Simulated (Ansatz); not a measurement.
White tin (β-Sn) was calculated with r²SCAN-D4 (plane waves, PAW; Ansatz, a quantum-chemistry and plane-wave program).

Settings: plane-wave cutoff 560 eV, 20×20×20 k mesh, Fermi–Dirac smearing 0.05 eV, scalar-relativistic PAW data made under PBE.

Shape and atoms are relaxed at each volume.

Pressure at four volumes; x = ln(V/27.217 Å³). One pressure is withheld.

```
V (Å³/atom)        x  P (GPa)
-----------  -------  -------
26.129       -0.0408        ?
26.673       -0.0202     1.20
27.217        0.0000     0.00
28.306        0.0392    -2.02
```

Q: Pass a parabola P(x) through the three rows shown, estimate the bulk modulus and its pressure derivative near zero pressure, and predict the withheld pressure.

A: Slopes between the rows: (0.00 − (1.20))/(0.0000 − (-0.0202)) = -59.41 and (-2.02 − (0.00))/(0.0392 − (0.0000)) = -51.53 GPa. Their difference over the span 0.0594 is c = 7.88/0.0594 = 132.7 GPa, so P(x) = 1.20 + (-59.41)(x − (-0.0202)) + 132.7 (x − (-0.0202))(x − (0.0000)). At the middle row B = −dP/dx = −[-59.41 + 132.7 × 0.0202] = 56.7 GPa, and B′ = dB/dP = 2c/B = 4.7. At x = -0.0408 the parabola gives 2.54 GPa; the run gives 2.54 GPa. The Birch–Murnaghan fit to the energies at all volumes has B0 = 56.4 GPa and B′ = 4.8.

Measured, for comparison: bulk modulus 57.0 GPa (temperature not stated, no zero-point or thermal correction; as tabulated in Chen et al. (2023), arXiv:2209.05059). Computed less measured: bulk modulus -1.1 %.

Spin–orbit coupling is not included.
